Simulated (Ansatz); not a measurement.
A periodic model of amorphous Si60C24N48:

```xyz
132
Lattice="11.3224 0.2273 -0.2066 0.2273 11.7891 0.0036 -0.2066 0.0036 11.9194" Properties=species:S:1:pos:R:3 pbc="T T T"
Si     3.2744     0.5255     7.3576
Si     2.9816     6.8256     4.6334
Si     3.6991     1.0818     2.5412
Si     1.3242     4.2500     1.5579
Si     5.6464     7.9988     5.1123
Si     3.8294     4.8214     0.3167
Si     9.5298     1.9167     4.7811
Si     7.6948     1.0978    10.0249
Si     7.4796     1.7846     0.8291
Si     2.2940     9.6160    11.7567
Si     8.8677    10.8517     6.7973
Si     0.7679     4.2797     9.4191
Si     2.6268     4.0758     3.8405
Si     7.9583    10.5993    10.4485
Si     9.7562     3.7345     1.7987
Si     4.8249    10.0472     9.4504
Si     1.4228     2.2264     7.4379
Si     5.8615    10.3292     6.6672
Si     6.7624     2.6053     3.6611
Si     1.8827     9.9107     8.6459
Si     0.3460     6.5767    11.5002
Si     4.0982     3.1352     5.6113
Si     1.1544     1.8686     3.1875
Si    11.1837    11.7966     3.7168
Si     5.3211     7.6166     9.5297
Si    10.3118     9.8560     9.8037
Si     6.0401     4.3236     1.2431
Si     5.4151     5.1528     3.9890
Si     0.3372     6.9127     2.7154
Si     2.0002     8.8834     2.6240
Si     1.1811     7.5684     6.9105
Si     8.9121     7.4025     9.6570
Si     4.8272     0.5841     4.5769
Si    10.5797     9.9321     1.0630
Si     6.4073     9.5676     2.6102
Si     2.2554     7.0314     9.6752
Si     6.3959     3.6536    10.3776
Si     8.3813     8.1774     4.4483
Si     3.0312     3.0259     9.5079
Si     8.3991    10.4457     0.7738
Si     8.6877     1.8956     7.7590
Si     1.1277     1.3862    10.5285
Si     7.6151    11.6295     3.1676
Si     6.2962     4.2154     7.1445
Si    10.7045     1.5591     0.8746
Si     1.4622    11.3841     1.0781
Si     6.3167     0.7167     8.0872
Si     3.2584     5.2693     7.4669
Si    10.7995     3.6223     6.7854
Si     0.7762    10.7569     6.1542
Si    10.0065     8.9149     7.1278
Si    10.5904     6.6724     5.7677
Si     4.4097     4.7161    10.1108
Si     8.1388     5.6433     2.6843
Si     5.9359     9.1708     0.1225
Si     7.3547     7.4193     7.2805
Si    11.0103     0.2734     7.9129
Si     3.6093     9.9413     4.5691
Si     9.0440     3.9903     9.3429
Si     3.7001     7.2647     0.2959
C      3.0592    10.6069    10.0687
C      9.0853     0.2115     4.1602
C      2.0628     0.1047     2.7042
C      3.9329     6.2368     9.0395
C      9.1190     5.2194    10.7548
C     10.1189     5.0189     4.2657
C      0.1591     2.8510     1.8891
C      7.2088     7.4469     9.1090
C     10.7265     4.8826     5.4978
C     10.2997     6.4836     3.7695
C      1.6380     3.1714    10.8182
C      2.3851    10.5227     3.4420
C      1.8807     7.8210    11.3149
C      9.1365    10.7760     4.9187
C      9.1097     4.2301     3.5220
C      2.0823     3.9061     8.1403
C      3.5777     8.8470     1.3389
C      6.6860     5.8770     6.4346
C      8.9752     7.6201     6.2226
C      7.1920     3.7739     8.6878
C      2.6653     0.3393    10.0345
C      6.8864     2.4958     7.6136
C      6.0107     6.2300     5.3151
C      8.4531     5.0512    -0.0762
N      4.9091     9.4396     1.5804
N      7.5352     0.1805     1.4499
N      6.6849     2.0577    11.1138
N      0.2502     0.6804    11.8178
N      0.2855     9.0629     6.4761
N      9.2839     0.2853     7.7917
N      6.5946     2.8113     1.9110
N      8.4260     3.0404     4.0499
N      0.2658    10.4515     9.0985
N      9.5711     2.4897     6.4290
N      2.4871     6.4409     6.2804
N      7.2190    11.3106     6.9387
N     10.8204     9.6948    11.3751
N      6.9468     4.6554    11.7426
N      0.5312     1.4077     8.8417
N      9.0452     2.2023     9.4840
N      4.9818     7.7700    11.2966
N      0.2628     8.6041     2.1693
N      9.1548     2.3082     0.9407
N     11.1903     1.7396     4.1230
N     11.1430    11.6266     1.7771
N      4.5438     4.2025     6.9309
N      0.6391     5.8791     1.2643
N      8.9472     5.2123     1.1934
N      1.7736     7.4085     3.5934
N      5.0101    11.2127     7.9972
N      6.1802     8.6493     6.6379
N      6.4138     5.4479     2.5598
N      9.0231     9.7263     4.1581
N      6.4818     0.9803     4.1304
N      5.4999     3.4804     4.4621
N     10.0667     8.4016     8.8154
N      2.7740     2.5507     3.0314
N      7.3179     9.1538     1.1615
N      1.0417     5.8312    10.0586
N      6.1125    10.2533    10.6494
N      1.9097     8.1731     8.4020
N      6.7287     8.4360     3.8838
N      5.0149    10.7048     5.1795
N      9.8567     6.5288    10.7941
N     10.5084     4.3217     8.4003
N      4.2059     1.3991     6.0477
N      2.3197     3.8406     0.1711
N      2.3876    10.8351     7.1325
N      3.7424     5.4912     3.8193
N      3.3222     1.1917     9.1761
N      8.9725     7.0046     3.3412
N      3.9882     8.2655     4.7189
```

These are PBE, scalar-relativistic without spin-orbit coupling (plane waves to 420 eV, PAW; Ansatz, a quantum-chemistry and plane-wave program) values and carry that method's errors.

A CHGNet melt-quench gave the starting glass, which DFT then relaxed. N atoms were pushed apart under 1.9 Å during the dynamics, to hinder bonds among them. The hot cell started wider than the set density and was brought back towards it in steps. It is the lowest in DFT energy of 4 quenches. It is a model cell: composition and starting density were chosen by hand, and all elements were melted together. No dispersion term was used. Its density started from a set value of 2.78 and ended at 2.76 g/cm³. The simulated quench (nominally 810 K/ps over its main leg) is rapid and tends to freeze in more defects than a deposited or slowly cooled glass has. A cell of this size samples the disorder only roughly. Volume and shape were free in the relaxation.

Bonds are counted up to Si-Si 2.60 Å, Si-C 2.19 Å, Si-N 2.14 Å, C-C 1.78 Å, C-N 1.70 Å, N-N 1.70 Å. Two cations that share two anions don't count as bonded, nor two that share one unless they lie closer than Si-Si 2.38 Å, Si-C 2.00 Å, C-C 1.63 Å.

Question: Give the coordination numbers, mean bond lengths and angles.

Answer: 
The mean coordination of Si is 3.97 (5 with 3, 52 with 4, 3 with 5), the mean coordination of C is 3.58 (10 with 3, 14 with 4) and the mean coordination of N is 3.00 (2 with 2, 44 with 3, 2 with 4). The mean Si-N bond is 1.778 Å (spread 0.060 Å, 135 counted) and the mean Si-C bond comes out as 1.912 Å (spread 0.067 Å, 59 counted). The mean Si-Si bond comes out as 2.398 Å (spread 0.104 Å, 22 counted) and the mean C-C bond is 1.490 Å (spread 0.102 Å, 9 counted). The bond angle at Si comes out as mean 108.5°, spread 16.0°, the bond angle at C comes out as mean 111.4°, spread 16.8° and the bond angle at N comes out as mean 116.6°, spread 13.1°.
